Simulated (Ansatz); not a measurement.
GaAs under load (space group F-43m), r2SCAN with spin-orbit coupling, rigid bands (Ansatz, an electronic-structure program). Condition of this run: hydrostatic pressure of -3.6 GPa (compression positive) (the target of the relaxation). Band gap 0.41 eV, N_c = 1.41e17 cm⁻³ and N_v = 1.31e19 cm⁻³ at 300 K, conductivity masses of 0.0350 mₑ (electrons) and 0.439 mₑ (holes). Take k_BT = 0.02585 eV.

Q: Find the intrinsic carrier density and the intrinsic Fermi level.

A: n_i = √(N_c N_v) exp(−E_g/2k_BT) = 1.36e18 × exp(−7.93) = 4.9e14 cm⁻³. The level lies (k_BT/2) ln(N_v/N_c) = 59 meV from mid-gap (positive towards the conduction band). Each 0.1 eV added to the gap lowers n_i by a factor of 6.9.

Q: What thermal injection velocity √(2k_BT/πm) limits a ballistic channel?

A: 2.88e7 cm/s for electrons and 8.12e6 cm/s for holes, a ratio of √(m_h/m_e) = 3.54, for dilute carriers.

Rigid bands with the computed gap; masses take one relaxation time for all states. Geometry: cell and atoms relaxed with PBEsol.
